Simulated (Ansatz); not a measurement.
Take GaN in the zinc blende structure (space group F-43m, No. 216; a = 4.498 Å) as the base.

Level of theory: PBEsol (Ansatz, a program for electronic structure; PAW; 420 eV plane waves; no spin-orbit coupling).

Before the change:

| Property | Result |
|---|---|
| Hole mass | 0.16, 0.86, 0.86 mₑ (at Γ) |
| Electron mass | 0.15 mₑ (at Γ) |
| Band gap | 1.70 eV |

The change: every lattice vector is stretched by 2.00 %; the atoms relax in the strained cell.

Q: How does this affect the energy relative to the base, hole mass, electron mass and band gap?

A: The energy rises by 22 meV/atom; the hole mass (degenerate bands, along [100]) becomes 0.13, 0.90, 0.90 mₑ (at Γ) (base: 0.16, 0.86, 0.86 mₑ (at Γ)); the electron mass goes from 0.15 mₑ (at Γ) to 0.12 mₑ (at Γ); the band gap shrinks by 0.377 eV (1.70 eV → 1.33 eV).

Effective masses come from finite differences of ±0.01 Å⁻¹. Stability against distortions was not tested. This is not the structure that GaN has at room temperature and ambient pressure.
